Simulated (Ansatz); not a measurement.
## Habitual settings against a tight run: TiC (Fm-3m, 2 atoms in the cell)

Self-consistent single point.

```
TiC
1.0
    0.00000     2.16572     2.16572
    2.16572     0.00000     2.16572
    2.16572     2.16572     0.00000
Ti C
1 1
Direct
  0.00000   0.00000   0.00000
  0.50000   0.50000   0.50000
```

Method of the run: PBEsol, harder PAW files (source: ansatz) made with PBE (plane waves; Ansatz, an electronic-structure program).

Base settings: basis.ecutwfc = 820 eV; kpoints.mp_grid.grid = 17 17 17; hamiltonian.xc = pbesol; hamiltonian.pseudopotentials = {kind: paw, source: ansatz}; scf.occupations.method = methfessel_paxton; scf.occupations.width = 0.136 eV.

Tight run (finer mesh or higher cutoff; not a proven limit): basis.ecutwfc: 820 eV → 1150 eV; kpoints.mp_grid.grid: 17 17 17 → 23 23 23; scf.convergence.dr2_threshold: default (1e-07 eV) → 1e-09 eV. It gave Fermi level (on the code's own zero) 14.49 eV; pressure -6.75 GPa.

Quick runs, as changes from the base:
- A: the base itself
- B: basis.ecutwfc: 820 eV → 490 eV; kpoints.mp_grid.grid: 17 17 17 → 3 3 3; hamiltonian.xc: pbesol → lda; scf.occupations.method: methfessel_paxton → gaussian; scf.occupations.width: 0.136 eV → 0.2 eV [LDA (PW92)]
- C: basis.ecutwfc: 820 eV → 410 eV; kpoints.mp_grid.grid: 17 17 17 → 4 4 4; hamiltonian.xc: pbesol → lda; scf.occupations.method: methfessel_paxton → gaussian; scf.occupations.width: 0.136 eV → 0.5 eV [LDA (PW92)]
- D: basis.ecutwfc: 820 eV → 490 eV; kpoints.mp_grid.grid: 17 17 17 → 1 1 1; scf.occupations.method: methfessel_paxton → fermi_dirac; scf.occupations.width: 0.136 eV → 0.272 eV
- E: basis.ecutwfc: 820 eV → 575 eV; kpoints.mp_grid.grid: 17 17 17 → 4 4 4; scf.occupations.method: methfessel_paxton → gaussian; scf.occupations.width: 0.136 eV → 0.5 eV
- F: basis.ecutwfc: 820 eV → 655 eV; kpoints.mp_grid.grid: 17 17 17 → 6 6 6; scf.convergence.dr2_threshold: default (1e-07 eV) → 0.0001 eV

Energies are extrapolated to zero smearing width, which holds to low order in the width alone.

Dashes: energy of B, C, another energy zero.

† marks runs with another functional, U, potentials or spin treatment: their distance from the tight run is not a convergence error alone.

The count of work is k-points × plane waves × bands × iterations; it is no time. 

Pressures in the table are Ansatz's without its Pulay estimate, at a fixed set of plane waves; the tight run's value above holds the estimate.

The starting cell comes from a database of computed structures (which also holds hypothetical and non-ambient phases and stackings), without a prior relaxation at this level. Spin polarisation is off. In the base run, with a pressure of about -7 GPa the cell is away from its equilibrium volume at this level.

| run | energy less tight (meV/atom) | pressure less tight (GPa) | count of work / tight |
|---|---|---|---|
| A | 0.5 | 0.02 | 0.27 |
| B† | – | -13.04 | 0.0032 |
| C† | – | -41.01 | 0.0041 |
| D | 9771.1 | 127.25 | 0.0014 |
| E | 33.0 | -1.31 | 0.0056 |
| F | 7.9 | -0.16 | 0.020 |

Among the runs at the tight run's level, the energy misses run from 0.5 to 9771.1 meV/atom.

Keys are those of Ansatz 0.2.
